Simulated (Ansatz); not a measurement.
**Worked example: self-consistent single point of MgS (R3m, 2 atoms in the cell) in Ansatz (a first-principles code)**

Computed with LDA (PW92), default PAW files made with PBE (plane waves; Ansatz).

Input:

Ansatz 0.2 input:
```yaml
crystal:
  lattice:
    - [0.000000, 2.847286, 2.847286]
    - [2.847286, 0.000000, 2.847286]
    - [2.847286, 2.847286, 0.000000]
  atoms:
    - { symbol: Mg, position_ang: [0.028866, 0.028866, 0.028866] }
    - { symbol: S, position_ang: [4.270929, 4.270929, 4.270929] }
basis:
  ecutwfc: 30.9 Ry
kpoints:
  mp_grid: { grid: [8, 8, 8] }
hamiltonian:
  xc: lda
  pseudopotentials: { kind: paw }
scf:
  occupations: { method: fixed }
output:
  forces: true
  eigenvalues: true
  stress: true
```

Log, with long lists cut:

```
WARN ansatz: RAYON_NUM_THREADS=1 ignored (pool sized by the plan → 1); use --threads N
Pseudopotentials: kind: paw
Pseudopotential: Mg, paw, valence charge 10
Pseudopotential: S, paw, valence charge 6
Crystal: 2 atoms, lattice volume = 46.166 Å³
Basis set: ecut = 420.4159175005146 eV, 893 PW (Γ)
Bands: 12, of which v1, the nominal top of the filled ones, is band 8 counted from 1 (7 counted from 0)
Symmetry: 6 space group operations
Space group: R3m (ITA 160), of the structure as read, at distance tolerance 3.6e-5 Å
k-points: 65 of 512 (time reversal used)
PAW frozen core: Mg, regenerated for the run's functional, and the local potential with it
PAW frozen core: S, regenerated for the run's functional, and the local potential with it
Initial density: superposition of atomic densities (neutral atoms: chi_scale 0, normalization atom), corrected by the library's trained network
Initial wavefunctions: pseudopotential atomic-orbital guess
Eigensolver: davidson
Functional: x = slater, c = lda
SCF iter   1: F=—  HF=-2773.983671 eV  |F-HF|=—  |Δ(HF+E_count)|=         —  Δρ=5.87e-3  dr2=1.21e-2  ethr=1.77e-3  ⟨swp⟩=5.1  Hψ=4235  notcnv=0  defer=124
all-band conjugate gradients solve this SCF's bands
preconditioner: auto → none
SCF iter   2: F=—  HF=-2773.976407 eV  |F-HF|=—  |Δ(HF+E_count)|=   7.26e-3  Δρ=2.34e-3  dr2=1.31e-3  ethr=7.54e-5  ⟨swp⟩=3.0  Hψ=1944  notcnv=0  defer=128
SCF iter   3: F=—  HF=-2773.975773 eV  |F-HF|=—  |Δ(HF+E_count)|=   6.35e-4  Δρ=4.30e-4  dr2=8.13e-5  ethr=8.20e-6  ⟨swp⟩=2.0  Hψ=1432  notcnv=0  defer=128
SCF iter   4: F=—  HF=-2773.975750 eV  |F-HF|=—  |Δ(HF+E_count)|=   2.24e-5  Δρ=1.09e-4  dr2=3.91e-6  ethr=5.08e-7  ⟨swp⟩=2.0  Hψ=938  notcnv=0  defer=119
SCF iter   5: F=—  HF=-2773.975749 eV  |F-HF|=—  |Δ(HF+E_count)|=   1.08e-6  Δρ=1.42e-5  dr2=1.27e-7  ethr=2.45e-8  ⟨swp⟩=2.0  Hψ=1040  notcnv=0  defer=105
SCF iter   6: F=-2773.975749 eV  HF=-2773.975749 eV  |F-HF|=5.90e-10  |Δ(HF+E_count)|=   1.71e-8  Δρ=3.11e-6  dr2=3.48e-9  ethr=6.25e-10  ⟨swp⟩=6.9  Hψ=3692  notcnv=0
SCF 1 converged in 6 iterations: F = -2773.975749 eV  dr2 = 3.48e-9
SCF converged after 6 iterations
Free energy (F): -2773.975749 eV
Harris-Foulkes:  -2773.975749 eV  (|F-HF|=5.90e-10)
Internal energy: -2773.975749 eV  (E = F + TS)
E sigma→0 (E₀):  -2773.975749 eV
Fermi energy:    2.848770 eV
--- Per-component energies (eV) ---
  E_band       = -374.462072
  E_kinetic    = 183.963431
  E_local      = -1892.279032  (includes V_loc(G=0)·N_el)
  E_nonlocal   = 125.422566
  E_hartree    = 684.223998
  E_xc         = -125.530552
  E_vxc        = -125.799424  (∫ρ·V_xc dr)
  E_paw        = -840.139932  (= ΣΔE_a)
  E_vpaw       = -34.217706  (= ΣTr[D̂ρ^β])
  E_aug_tail   = 0.000002  (compensation charges beyond the density's cutoff)
  E_ewald      = -909.939908
  E_core_change = 0.303677  (= ΣΔE_core)
  E_smearing   = -0.000000  (= −TS)
  E_closure    = -0.000000  (closes the sum)
  Σ components = -2773.975749   (vs F -2773.975749, Δ=0.00e0)
--- Forces (eV/Å), atoms counted from 1 ---
  atom   1  Mg    -0.13194882    -0.13194882    -0.13194882
  atom   2  S      0.13195029     0.13195029     0.13195029
  max |Σ_I F_I| component: 1.47e-6 eV/Å
--- Stress (GPa, compression-positive) ---
       -2.900197      -0.461003      -0.461003
       -0.461003      -2.900197      -0.461003
       -0.461003      -0.461003      -2.900197
  P = ⅓ Tr σ = -2.9002 GPa (-29.002 kbar)
  The stress holds the Pulay correction. Without it, at fixed plane waves, as pw.x and ABINIT print it: P = -2.9067 GPa
--- Band table (eV; the first three rows and the last of 65) ---
  k-point 0: bands = ["-70.3553", "-37.7865", "-37.7804", "-37.7804", "-8.4214", "2.7398", "2.7398", "2.8488", "5.8751", "10.4689", "10.4798", "10.4798"]
  k-point 1: bands = ["-70.3553", "-37.7866", "-37.7807", "-37.7805", "-8.3342", "2.0494", "2.6864", "2.7842", "6.5530", "10.2712", "10.6407", "10.6705"]
  k-point 2: bands = ["-70.3553", "-37.7868", "-37.7815", "-37.7806", "-8.1086", "0.8760", "2.5661", "2.6614", "7.4171", "10.2721", "10.6669", "10.7565"]
  k-point 64: bands = ["-70.3552", "-37.7888", "-37.7808", "-37.7808", "-7.7516", "-0.3170", "2.4173", "2.4173", "7.5643", "10.1585", "10.1585", "11.0753"]
```

The run converged in 6 iterations.

The starting cell comes from a database of computed structures (which also holds hypothetical and non-ambient phases and stackings), without a prior relaxation at this level. Its lattice was rescaled by up to half a per cent. One atom was moved a little off its site on purpose. Ansatz's pressure includes its estimate of the finite-basis (Pulay) stress.
